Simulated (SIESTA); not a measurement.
A self-consistent single point of V₃Sn (Pm-3n, 8 atoms in the cell) with SIESTA.

Level of theory: GGA PBEsol, numerical atomic orbitals DZP, PseudoDojo PBEsol standard norm-conserving potentials (rewritten from UPF to PSML) (SIESTA).

```
V3Sn
1.0
    4.81661     0.00000     0.00000
    0.00000     4.81661     0.00000
    0.00000     0.00000     4.81661
V Sn
6 2
Cartesian
  2.40830   1.20415   0.00000
  2.40830   3.61246   0.00000
  1.20415   0.00000   2.40830
  3.61246   0.00000   2.40830
  0.00000   2.40830   1.20415
  0.00000   2.40830   3.61246
  2.40830   2.40830   2.40830
  0.00000   0.00000   0.00000
```

Reference input (self-consistent single point, DFT, LDA PW92, numerical atomic orbitals DZP, PseudoDojo LDA standard norm-conserving potentials (rewritten from UPF to PSML)): XC.functional = LDA; XC.authors = PW92; potentials = PseudoDojo LDA standard; PAO.BasisSize = DZP; PAO.EnergyShift = 0.01 Ry; MeshCutoff = 400 Ry; kgrid.MonkhorstPack = 5 5 5; OccupationFunction = FD; ElectronicTemperature = 100 meV; MaxSCFIterations = 150; SCF.Mixer.Method = Pulay; SCF.Mixer.Weight = 0.25. This run's input differs from it in these lines:

```diff
@@ -1,2 +1,2 @@
-# files in the folder: V.psml Sn.psml (PseudoDojo LDA standard)
+# files in the folder: V.psml Sn.psml (PseudoDojo PBEsol standard)
 SystemName  V3Sn
@@ -28,4 +28,4 @@
 
-XC.functional                LDA
-XC.authors                   PW92
+XC.functional                GGA
+XC.authors                   PBEsol
 PAO.BasisSize                DZP
```

Output, abridged:

```
        iscf     Eharris(eV)        E_KS(eV)     FreeEng(eV)     dDmax    Ef(eV) dHmax(eV)
   scf:    1   -16220.484599   -16302.643648   -16302.904720  1.381264 -4.852505  7.147409
   scf:    2   -16315.447681   -16310.317640   -16310.632181  0.278535 -5.646812  3.333467
   scf:    3   -16312.304296   -16311.551051   -16311.897511  0.094859 -5.980249  1.926533
   scf:    4   -16311.802639   -16311.715362   -16312.068593  0.052709 -5.991211  0.137629
   scf:    5   -16311.704514   -16311.713222   -16312.069024  0.010958 -6.030014  0.109927
   [... 2 lines left out ...]
   scf:    8   -16311.717164   -16311.717173   -16312.071405  0.000822 -6.010873  0.013016
   scf:    9   -16311.716936   -16311.717063   -16312.071432  0.000567 -6.012970  0.002042
   scf:   10   -16311.717083   -16311.717073   -16312.071431  0.000040 -6.012879  0.001307
   scf:   11   -16311.717056   -16311.717065   -16312.071432  0.000080 -6.013098  0.000023
SCF Convergence by DM+H criterion
max |DM_out - DM_in|         :     0.0000804588
max |H_out - H_in|      (eV) :     0.0000233241
SCF cycle converged after 11 iterations

Using DM_out to compute the final energy and forces

siesta: E_KS(eV) =           -16311.7171

siesta: E_KS - E_eggbox =    -16311.7171

siesta: Atomic forces (eV/Ang):
     1    0.000000   -0.000000   -0.000000
     2    0.000000    0.000000   -0.000000
     3   -0.000000    0.000000    0.000000
     4    0.000000    0.000000    0.000000
     5   -0.000000   -0.000000    0.000000
     6   -0.000000   -0.000000   -0.000000
     7    0.000000   -0.000000    0.000000
     8   -0.000000    0.000000   -0.000000
   Tot    0.000000   -0.000000   -0.000000
   Max    0.000000
   Res    0.000000    sqrt( Sum f_i^2 / 3N )
   Max    0.000000    constrained

   [... lines left out ...]
siesta: FreeEng =    -16312.071432
   [... lines left out ...]
siesta:    -0.050765    0.000000   -0.000000
siesta:     0.000000   -0.050765    0.000000
siesta:     0.000000    0.000000   -0.050765

siesta: Cell volume =        111.743852 Ang**3

siesta: Pressure (static):
siesta:                Solid            Molecule  Units
siesta:           0.00055290          0.00055290  Ry/Bohr**3
siesta:           0.05076458          0.05076458  eV/Ang**3
siesta:          81.33383177         81.33383078  kBar
```

The run converged in 11 iterations. Against the reference run the pressure goes from 2.32 to 8.13 GPa.

The starting cell comes from a database of computed structures (which also holds hypothetical and non-ambient phases and stackings), without a prior relaxation at this level. Its lattice was rescaled by a random factor within 2.5 % of one. Spin polarisation is off. Values carry the incompleteness of an atom-centred basis. With a pressure of about 8 GPa the cell is away from its equilibrium volume at this level.

Cost on one core of a shared machine: roughly 2 min.
